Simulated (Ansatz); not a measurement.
Thermal properties of HfN (rock salt, Fm-3m) at 300 K from quasi-harmonic approximation in Ansatz (plane waves, PAW), for several functionals and conditions. The first row is the reference, at zero pressure. Spin-orbit coupling is not included.

```json
[
 {"run": "PBEsol", "q mesh / k mesh": "4×4×4 / 12×12×12", "V (Å³/atom)": "11.50", "α_L (10⁻⁶/K)": "6.4", "bulk modulus B_T (GPa)": "273", "γ": "1.82", "C_P (J/mol/K)": "40.3"},
 {"run": "r2SCAN", "q mesh / k mesh": "4×4×4 / 12×12×12", "V (Å³/atom)": "11.69", "α_L (10⁻⁶/K)": "6.8", "bulk modulus B_T (GPa)": "270", "γ": "1.93", "C_P (J/mol/K)": "40.8"},
 {"run": "PBEsol, pressure 30 GPa", "q mesh / k mesh": "4×4×4 / 12×12×12", "V (Å³/atom)": "10.51", "α_L (10⁻⁶/K)": "[?]", "bulk modulus B_T (GPa)": "[?]", "γ": "1.54", "C_P (J/mol/K)": "37.4"}
]
```

Task: Complete the blanks.

Result: 
- PBEsol, pressure 30 GPa, α_L (10⁻⁶/K): 3.8
- PBEsol, pressure 30 GPa, bulk modulus B_T (GPa): 397

Whether this phase is the stable one at each condition was not tested.

The PAW data sets were generated under PBE and serve the other functionals too.

Ansatz is an electronic-structure program.
